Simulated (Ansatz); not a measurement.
NaI under a change: uniaxial strain ε_zz = +1.00 %

The parent structure is NaI in the rock salt structure (space group Fm-3m, No. 225; a = 6.402 Å). Axes: x, y, z lie along the cube axes.

The change: the cell is stretched by 1.00 % along z with no lateral relaxation, atoms relaxed at fixed cell.

Computed with PBEsol (Ansatz, a first-principles code, PAW, scalar-relativistic without spin-orbit coupling). Γ-centred 9×9×9 mesh, Fermi–Dirac width 0.05 eV.

| quantity | base | changed | shift |
|---|---|---|---|
| volume per atom | 32.80 Å³ | 33.13 Å³ | +0.33 Å³ |
| energy relative to the base (free energy F) | 0 meV/atom | +0.3 meV/atom | +0.3 meV/atom |
| pressure (mean of the normal stresses, compression positive) | 0.01 GPa | -0.15 GPa | -0.16 GPa |
| band gap | 3.60 eV | 3.56 eV | -0.034 eV |
| gap character | direct at Γ | direct at Γ | – |
| electron mass | 0.26 mₑ (at Γ) | 0.26 mₑ (at Γ) | – |
| valence-band top at Γ (three highest levels, from the VBM) | 0.00, 0.00, 0.00 eV | 0.00, -0.01, -0.01 eV | – |
| valley order (the lowest conduction-band minima on the path, energy above the VBM, named in the base's zone) | Γ 3.60 eV; X along ⟨100⟩ 4.47 eV; L along ⟨111⟩ 4.96 eV | Γ 3.56 eV; X along [100] 4.45 eV; X along [001] 4.47 eV; L along [1-11] 4.95 eV | – |
| stress (xx, yy, zz, yz, xz, xy; compression positive) | – | (-0.07, -0.07, -0.33, 0.00, 0.00, 0.00) GPa | – |

Cost of the whole job for the changed cell (relaxation, final SCF and bands): very roughly 11 core-seconds.

Spin-orbit coupling, missing from the scalar runs, can matter with I. Effective masses come from finite differences of ±0.01 Å⁻¹. Stability against distortions was not tested. Labels are those of the standard path for the cell's own space group.
